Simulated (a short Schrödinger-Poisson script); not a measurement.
System: symmetric double-gate stack, SiO2 on p-type InP, at 77 K.

```tsv
layer	material	thickness (nm)	Na (cm⁻³)
1	SiO2	3.6	-
2	InP	6	1e18
3	SiO2	3.6	-
```

Constants are typed, rounded textbook-type inputs, not results; the design itself was drawn at random and stands for no fabricated device. SiO2: permittivity 3.9, conduction-band edge (eV) 3.48, gap (eV) 9, electron mass (mₑ) 0.5. InP: permittivity 12.5, conduction-band edge (eV) 0, gap (eV) 1.344, Nv at 300 K (cm⁻³) 1.1e19.

Channel valleys (confinement mass, in-plane density-of-states mass, number): Γ 0.08, 0.08, 1. At the gates, both at one voltage, the conduction-band edge of layer 1 lies 3.53 eV − eVg above the Fermi level of the channel. Gaps are held at their typed values at every temperature. Mesh 0.03 nm at interfaces.

From a short Schrödinger-Poisson script (our own, NumPy): 1D Poisson equation in equilibrium, electrons quantum, Hartree (BenDaniel-Duke, 12 states a valley, the channel's in-plane mass for all, wave functions ending at the dielectric), parabolic valleys, classical holes, full ionisation, no traps, pinning or gate leakage.

Q: List the lowest subbands of each valley and their electrons at Vg = 2.25 V.

A: 
| valley | subband | energy from the Fermi level (meV) | electrons (cm⁻²) | share (%) |
|---|---|---|---|---|
| Γ | 0 | -424.2 | 1.42e13 | 85.2 |
| Γ | 1 | -73.8 | 2.47e12 | 14.8 |
| Γ | 2 | 574.6 | < 1e6 | 0.0 |

All electrons: 1.66e13 cm⁻². Above a few 1e12 electrons/cm² a light Γ valley is non-parabolic and upper valleys begin to fill, which the model leaves out.
